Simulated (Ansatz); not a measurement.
BBi (model structure, started from the zincblende type, F-43m, No. 216, 2 atoms in the cell) was calculated with r²SCAN in Ansatz (PAW).

Numerical settings: plane-wave cutoff 560 eV, 18×18×18 k mesh, Fermi–Dirac smearing 0.05 eV, scalar-relativistic PAW data made under PBE.

Cell (relaxed with PBEsol):

```cif
data_BBi
_chemical_formula_sum 'Bi1 B1'
_space_group_name_H-M_alt 'P 1'
_space_group_IT_number 1
_cell_length_a 3.85821
_cell_length_b 3.85821
_cell_length_c 3.85821
_cell_angle_alpha 60.000
_cell_angle_beta 60.000
_cell_angle_gamma 60.000
loop_
_space_group_symop_operation_xyz
  'x, y, z'
loop_
_atom_site_label
_atom_site_type_symbol
_atom_site_fract_x
_atom_site_fract_y
_atom_site_fract_z
_atom_site_occupancy
Bi1 Bi 0.75000 0.75000 0.75000 1
B1 B 0.00000 0.00000 0.00000 1
```

Problem. What does this level give for the band gap?

Solution. 
band gap: 0.53 eV (on the SCF k mesh)

Note: the relaxation could raise the start's symmetry but not lower it, so the cell can be a saddle point; cell and atoms aren't relaxed at this level (pressure 1.6 GPa).

Spin–orbit coupling is not included; with these elements it can move the gap by several tenths of an eV or more.

Static lattice: no zero-point or thermal effects.

Computing time: roughly 20 core-seconds.

A model structure was made by putting elements into a prototype or built by hand; it is no filed structure, need not be a known phase, and can be a saddle point held by its symmetry.

Ansatz is an electronic-structure program.
